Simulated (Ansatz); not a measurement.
Input and output of a self-consistent single point for the (001) slab of LuP (cut from a parent of space group no. 225; 8 atoms in the cell) (Ansatz, a first-principles code).

Computed with LDA (PW92), default PAW files made with PBE (plane waves; Ansatz).

```
LuP
1.0
    3.88632     0.00000     0.00000
   -3.88632     3.88632     0.00000
    0.00000     0.00000    22.24411
Lu P
4 4
Direct
  0.00000   0.00000   0.43823
  0.00000   0.50000   0.31469
  0.00000   0.00000   0.68531
  0.00000   0.50000   0.56177
  0.00000   0.50000   0.43823
  0.00000   0.00000   0.31469
  0.00000   0.50000   0.68531
  0.00000   0.00000   0.56177
```

Reference input (self-consistent single point, DFT, LDA (PW92), plane waves, default PAW files made with PBE): basis.ecutwfc = 420 eV; kpoints.mp_grid.grid = 7 7 1; hamiltonian.xc = lda; hamiltonian.pseudopotentials = {kind: paw} (the program's default PAW files); scf.occupations.method = fermi_dirac; scf.occupations.width = 0.1 eV. This run's input differs from it in these lines:

Ansatz 0.2 input:
```diff
@@ -15,3 +15,3 @@
 basis:
-  ecutwfc: 420.0
+  ecutwfc: 630.0
 kpoints:
```

The program printed (abridged):

```
SCF iter   1: F=—  HF=-60886.707555 eV  |F-HF|=—  |Δ(HF+E_count)|=         —  Δρ=3.57e-3  dr2=7.76e-2  ethr=1.77e-3  ⟨swp⟩=9.8  Hψ=3432  notcnv=0  defer=1
all-band conjugate gradients solve this SCF's bands
preconditioner: auto → LDOS
SCF iter   2: F=—  HF=-60886.740066 eV  |F-HF|=—  |Δ(HF+E_count)|=   3.25e-2  Δρ=4.09e-3  dr2=2.08e-1  ethr=6.47e-5  ⟨swp⟩=4.2  Hψ=2240  notcnv=0  defer=23
   [... lines left out ...]
SCF iter   6: F=—  HF=-60886.692106 eV  |F-HF|=—  |Δ(HF+E_count)|=   3.86e-4  Δρ=5.11e-5  dr2=8.91e-6  ethr=7.74e-8  ⟨swp⟩=2.0  Hψ=1281  notcnv=0  defer=12
SCF iter   7: F=—  HF=-60886.692104 eV  |F-HF|=—  |Δ(HF+E_count)|=   1.88e-6  Δρ=1.37e-5  dr2=3.49e-7  ethr=7.42e-9  ⟨swp⟩=3.0  Hψ=1361  notcnv=0  defer=12
SCF iter   8: F=—  HF=-60886.692104 eV  |F-HF|=—  |Δ(HF+E_count)|=   8.89e-8  Δρ=6.25e-6  dr2=8.17e-8  ethr=8.33e-11  ⟨swp⟩=16.2  Hψ=5541  notcnv=0
SCF iter   9: F=-60886.692104 eV  HF=-60886.692104 eV  |F-HF|=3.64e-9  |Δ(HF+E_count)|=   5.41e-8  Δρ=1.40e-6  dr2=6.14e-9  ethr=6.81e-11  ⟨swp⟩=6.0  Hψ=3596  notcnv=0
SCF 1 converged in 9 iterations: F = -60886.692104 eV  dr2 = 6.14e-9
Free energy (F): -60886.692104 eV
Internal energy: -60886.668487 eV  (E = F + TS)
E sigma→0 (E₀):  -60886.680295 eV
Entropy (-TS):   -0.023616 eV (-2.952 meV/atom)
Fermi energy:    4.240365 eV
--- Forces (eV/Å), atoms counted from 1 ---
  atom   1  Lu    -0.00000000     0.00000000     0.05970294
  atom   2  Lu     0.00000000    -0.00000000     1.01607199
  atom   3  Lu     0.00000000    -0.00000000    -1.01607199
  atom   4  Lu    -0.00000000     0.00000000    -0.05970294
  atom   5  P     -0.00000000    -0.00000000    -0.21255741
  atom   6  P     -0.00000000     0.00000000    -0.34655343
  atom   7  P     -0.00000000     0.00000000     0.34655343
  atom   8  P     -0.00000000    -0.00000000     0.21255741
--- Stress (GPa, compression-positive) ---
       -3.904546       0.000000       0.000000
        0.000000      -3.904546       0.000000
        0.000000       0.000000      -2.431642
  P = ⅓ Tr σ = -3.4136 GPa (-34.136 kbar)
  The stress holds the Pulay correction. Without it, at fixed plane waves, as pw.x and ABINIT print it: P = -3.4142 GPa
```

The run converged in 9 iterations. Against the reference run the free energy falls by 1.1 meV/atom and the largest force stays at 1.016 eV/Å.

The starting cell comes from a database of computed structures (which also holds hypothetical and non-ambient phases and stackings), without a prior relaxation at this level. The slab is cut from that crystal, and its faces are unrelaxed. Its lattice was rescaled by up to half a per cent. Spin-orbit coupling is off. Spin polarisation is off, though cut faces can carry moments. Forces in this geometry exceed 1 eV/Å.
